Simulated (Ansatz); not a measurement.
The reference is CdTe in the zinc blende structure (space group F-43m, No. 216; a = 6.618 Å).

Level of theory: PBE (Ansatz, a first-principles code, PAW, no spin-orbit coupling).

One change was made to it. Results:

The volume per atom decreases by 0.85 Å³, from 36.23 Å³ to 35.38 Å³; the hole mass (degenerate bands, along [100]) changes from 0.054, 0.57, 0.57 mₑ (at Γ) to 0.058, 0.55, 0.55 mₑ (at Γ); the band gap increases by 0.07 eV, from 0.59 eV to 0.66 eV; the width of the top valence band increases by 0.09 eV, from 1.94 eV to 2.03 eV; the gap character is still direct at Γ.

Q: Which change produced these results?
(A) pressure 22.5 GPa
(B) pressure 0.9 GPa
(C) pressure 2.1 GPa

A: B, pressure 0.9 GPa. For comparison, the band gap in the other runs: pressure 22.5 GPa gives 1.52 eV; pressure 2.1 GPa gives 0.74 eV.

Spin-orbit coupling, missing from the scalar runs, can matter with Te. Load acts through the strain it causes; cell and atoms are relaxed under it. Effective masses come from finite differences of ±0.01 Å⁻¹. Stability against distortions was not tested. Measured, CdTe leaves this structure (for cinnabar) near 3.53 GPa (temperature not stated; as listed in Datta, Sujoy, Jana, Debnarayan, arXiv (2020)), on rising pressure, with hysteresis.
